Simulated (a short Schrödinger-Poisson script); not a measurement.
MOS inversion layer, Al2O3 on p-type Ge(111)

Structure: MOS inversion layer, Al2O3 on p-type Ge(111), at 400 K.

```
layer  material  thickness (nm)  Na (cm⁻³)
-----  --------  --------------  ---------
1         Al2O3             6.2          -
2            Ge             340     1.5e18
```

The device is made up for the run: typed textbook-type constants, with dimensions and the other settings drawn at random. Al2O3: permittivity 9, conduction-band edge (eV) 2.65, gap (eV) 6.8, electron mass (mₑ) 0.3. Ge: permittivity 16, conduction-band edge (eV) 0, gap (eV) 0.664, Nv at 300 K (cm⁻³) 6e18.

Channel valleys (confinement mass, in-plane density-of-states mass, number): L1 1.59, 0.08, 1; L3 0.09, 0.34, 3. At the gate the conduction-band edge of layer 1 lies 2.83 eV − eVg above the Fermi level of the channel; the field vanishes at the back. Gaps are held at their typed values at every temperature. Mesh 0.03 nm at interfaces.

From a short Schrödinger-Poisson script (our own, NumPy): 1D Poisson equation in equilibrium, electrons quantum, Hartree (BenDaniel-Duke, 12 states a valley, the channel's in-plane mass for all, wave functions ending at the dielectric), parabolic valleys, classical holes, full ionisation, no traps, pinning or gate leakage.

| Vg (V) | electrons (cm⁻²) | C (μF/cm²) | L1 E0 (meV) | L1 E1 (meV) | L3 E0 (meV) | L3 E1 (meV) |
|---|---|---|---|---|---|---|
| 0.1 | 2.86e7 | 0.536 | 424.3 | 463.4 | 503.8 | 575.3 |
| 0.3 | 3.04e8 | 0.464 | 312.3 | 359.9 | 411.0 | 512.1 |
| 0.5 | 8.37e9 | 0.429 | 189.7 | 244.2 | 303.6 | 426.3 |
| 0.7 | 1.97e11 | 0.635 | 75.3 | 135.5 | 201.5 | 339.7 |
| 0.9 | 9.94e11 | 0.912 | 11.0 | 76.7 | 147.5 | 293.5 |
| 1.1 | 2.11e12 | 1.00 | -25.6 | 45.5 | 120.5 | 271.0 |
| 1.3 | 3.34e12 | 1.04 | -52.8 | 23.9 | 102.9 | 257.0 |
| 1.5 | 4.62e12 | 1.06 | -75.7 | 6.8 | 89.7 | 247.0 |
| 1.7 | 5.94e12 | 1.08 | -96.2 | -7.7 | 79.1 | 239.4 |
| 1.9 | 7.28e12 | 1.09 | -115.1 | -20.6 | 70.3 | 233.4 |
| 2.1 | 8.63e12 | 1.10 | -132.8 | -32.3 | 62.6 | 228.5 |

Subbands count from the Fermi level.

Only the L valleys are kept; under strong confinement the Δ valleys of Ge fill too.
